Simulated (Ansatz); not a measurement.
Results of LDA in Ansatz (PAW) for white tin (β-Sn).

Run with plane-wave cutoff 520 eV, 20×20×20 k mesh, Fermi–Dirac smearing 0.05 eV, scalar-relativistic PAW data made under PBE.

Cell (relaxed at this level):

Space group I4₁/amd, origin choice 1 (No. 141); a = b = 5.787 Å, c = 3.126 Å, α = β = γ = 90.00°

| atom | site | symmetry | x | y | z |
|---|---|---|---|---|---|
| Sn | 4a | -4m2 | 0.0000 | 0.0000 | 0.0000 |
(The calculation used a cell of 2 atoms; values per cell refer to that cell.)

**Question.** Predict the bulk modulus B0 and pressure derivative B′ of the bulk modulus.

**Answer.** 
bulk modulus B0: 60.0 GPa
pressure derivative B′ of the bulk modulus: 4.8

The run finds no gap.

Measured, for comparison: bulk modulus 57.0 GPa (temperature not stated, no zero-point or thermal correction; as tabulated in Chen et al. (2023), arXiv:2209.05059). Computed (rounded) less measured: bulk modulus +5 %. A static lattice is as a rule a little smaller and stiffer than an uncorrected measurement, which can account for part of this.

Note: the bulk modulus comes from volumes at which shape and atoms were relaxed.

Spin–orbit coupling is not included.

Ansatz is a quantum-chemistry and plane-wave program.
